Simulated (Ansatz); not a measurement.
H on the 1x1 (110) surface of bcc Mo, one in a 3x3 cell, energies for each (63.6 Å²). Energies are against ½ H2(g), without zero-point or thermal terms; each row is named by its start.

Computed with PBE (plane waves to 420 eV, PAW; Ansatz, a first-principles code).

Set-up: 37 atoms, 6.5 Å thick at the start under the adsorbate (thin: gaps and levels are the slab's own); mesh 4x4x1; 0.1 eV smearing; dipole correction on; 18 atoms held, the rest relaxed; each run with such symmetry as its start has; no spin, no spin-orbit, no U, no dispersion correction.

A negative adsorption energy means that the adsorbate is more stable on the surface than in its reference. Heights count from the host atoms within 0.3 Å of the top one.

```tsv
starting site	E_ads (eV)	height (Å)	nearest host atom (Å)	bonded to	Δ work function (eV)	lateral drift (Å)
top Mo	?	1.81	Mo 1.76	Mo	0.19	0.0
hollow Mo-Mo-Mo	?	1.11	Mo 1.94	3 Mo	0.01	0.1
```

Task: Some entries are withheld; supply them.

Result: 
- top Mo, E_ads (eV): 0.02
- hollow Mo-Mo-Mo, E_ads (eV): -0.73
